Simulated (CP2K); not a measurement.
Band structure of CrBW (Fmmm, 6 atoms in the cell).

```
CrBW
1.0
    5.40024     0.00000     0.00000
    2.73719     3.54163     0.00000
    2.66306    -0.57471     3.49469
Cr B W
2 2 2
Direct
  0.32893   0.67107   0.32893
  0.67107   0.32893   0.67107
  0.75000   0.75000   0.75000
  0.25000   0.25000   0.25000
  0.16570   0.16570   0.83430
  0.83430   0.83430   0.16570
```

Method: LDA (Pade form), GPW, DZVP-MOLOPT-SR-GTH basis, GTH-PADE potentials (GTH_POTENTIALS) in CP2K.

Settings: CUTOFF = 600 Ry; REL_CUTOFF = 40 Ry; SMEAR/METHOD = FERMI_DIRAC; ELECTRONIC_TEMPERATURE = 1160.45 K; KPOINTS/SCHEME = MONKHORST-PACK 6 6 6; GAMMA_CENTERED = T; XC_FUNCTIONAL = PADE; Cr/BASIS_SET = DZVP-MOLOPT-SR-GTH-q14; Cr/POTENTIAL = GTH-PADE-q14; B/BASIS_SET = DZVP-MOLOPT-SR-GTH-q3; B/POTENTIAL = GTH-PADE-q3; W/BASIS_SET = DZVP-MOLOPT-SR-GTH-q14; W/POTENTIAL = GTH-PADE-q14; METHOD = GPW.

The starting cell comes from a database of computed structures (which also holds hypothetical and non-ambient phases and stackings), without a prior relaxation at this level. Spin-orbit coupling is off. Spin polarisation is off. Values carry the incompleteness of an atom-centred basis.

Levels in eV from the Fermi level, bands 28 to 33:
```json
[
 {"point": "Γ", "28": "-2.03", "29": "-0.95", "30": "-0.67", "31": "0.09", "32": "0.39", "33": "0.43"},
 {"point": "Y", "28": "-1.60", "29": "-0.92", "30": "-0.49", "31": "-0.31", "32": "0.30", "33": "0.35"},
 {"point": "T", "28": "-1.31", "29": "-1.30", "30": "-1.18", "31": "-0.69", "32": "-0.02", "33": "0.04"},
 {"point": "Z", "28": "-1.83", "29": "-0.69", "30": "-0.44", "31": "-0.35", "32": "0.06", "33": "0.43"},
 {"point": "X", "28": "-1.40", "29": "-1.27", "30": "-0.88", "31": "-0.55", "32": "-0.19", "33": "-0.11"},
 {"point": "A1", "28": "-2.19", "29": "-1.57", "30": "-1.40", "31": "0.18", "32": "0.29", "33": "0.38"},
 {"point": "A", "28": "-2.19", "29": "-1.57", "30": "-1.40", "31": "0.18", "32": "0.29", "33": "0.38"}
]
```

Bands cross the Fermi level along this path, so the cell is metallic at this level.

Higher empty bands are left out: an atom-centred basis made for the valence describes them poorly.
